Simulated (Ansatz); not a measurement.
## Nb: uniaxial strain ε_zz = +1.50 %

Base system: Nb in the bcc (W type) structure (space group Im-3m, No. 229; a = 3.2729 Å; relaxed with 0.1 eV smearing). Axes: x, y, z lie along the cube axes.

One thing is altered: uniaxial strain ε_zz = +1.50 %, all other strain components held at zero; the atoms relax in the strained cell.

Method: Kohn–Sham DFT with the PBEsol functional, run in Ansatz (an electronic-structure program) with PAW and 420 eV plane waves, scalar-relativistic without spin-orbit coupling. Γ-centred 28×28×28 mesh, Fermi–Dirac width 0.1 eV.

```csv
quantity,base,changed,shift
volume per atom,17.53 Å³,17.79 Å³,+0.26 Å³
space group,Im-3m (No. 229),I4/mmm (No. 139),–
shortest interatomic distance,283.4 pm,284.9 pm,+1.42 pm
energy relative to the base (free energy F),0 meV/atom,+3.2 meV/atom,+3.2 meV/atom
"pressure (mean of the normal stresses, compression positive)",0.0 GPa,-2.6 GPa,-2.6 GPa
band gap,zero,zero,–
"stress (xx, yy, zz, yz, xz, xy; compression positive)",–,"(-2.0, -2.0, -3.8, 0.0, 0.0, 0.0) GPa",–
```

No phonon test of stability was made. The final runs are not spin-polarised.
